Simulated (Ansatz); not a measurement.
CsCl-type RuAl, treated with LDA in Ansatz (PAW).

Run with plane-wave cutoff 520 eV, 22×22×22 k mesh, Fermi–Dirac smearing 0.061 eV (set by the program), no spin polarisation, scalar-relativistic PAW data made under PBE.

Computed at the level's own relaxed cell.

Hill averages of the elastic tensor: K = 231.9 GPa, G = 119.4 GPa. Volume 12.883 Å³/atom, mean atomic mass 64.026 u.

Question: Work out the density, the sound velocities of a polycrystal and the elastic Debye temperature, and Pugh's ratio at this level.

Answer: ρ = 1.66054 × 64.026/12.883 = 8.253 g/cm³. v_l = √[(K + 4G/3)/ρ] = 6.884 km/s and v_t = √(G/ρ) = 3.804 km/s. The mean follows from 3/v_m³ = 1/v_l³ + 2/v_t³: v_m = 4.239 km/s. Θ_D = (ħ/k_B) v_m (6π²/V)^(1/3) = 76.38 K Å s/km × 4.239 × 1.6627 Å⁻¹ = 538 K, counting all atoms of the cell. K/G = 1.94, to be set beside Pugh's rough bound of 1.75 between brittle and ductile metals.

Ansatz is an electronic-structure program.
